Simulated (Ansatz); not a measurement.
# Response to strain in BaTiO3

Take BaTiO3 in the cubic perovskite structure (space group Pm-3m, No. 221; a = 3.994 Å) as the base. Axes: x, y, z lie along the cube axes.

Strains are applied to the cell and any free atomic positions relax; under biaxial strain the out-of-plane vector relaxes too.

Level of theory: r2SCAN in Ansatz (plane waves to 500 eV, PAW, no SOC), earlier PAW set.

Candidates:
(a) biaxial strain +2.83 %, plane normal [110], relaxed out of plane
(b) isotropic strain −0.60 %
(c) isotropic strain −2.92 %
(d) strain tensor (xx, yy, zz, yz, xz, xy) = (−0.75, +0.07, −0.87, +0.13, −0.33, −0.66) %

Before the change:

The band gap is 2.18 eV.

### Question
Order them by band gap, lowest first.

### Answer
(a) biaxial strain +2.83 %, plane normal [110], relaxed out of plane (1.93 eV), (d) strain tensor (xx, yy, zz, yz, xz, xy) = (−0.75, +0.07, −0.87, +0.13, −0.33, −0.66) % (2.17 eV), (b) isotropic strain −0.60 % (2.22 eV), (c) isotropic strain −2.92 % (2.38 eV)

Stability against distortions was not tested. All final runs are without spin polarisation. Many cubic perovskites are stable only at high temperature; tilts and polar distortions were not tested. This is not the structure that BaTiO3 has at room temperature and ambient pressure.

Ansatz is a first-principles code.
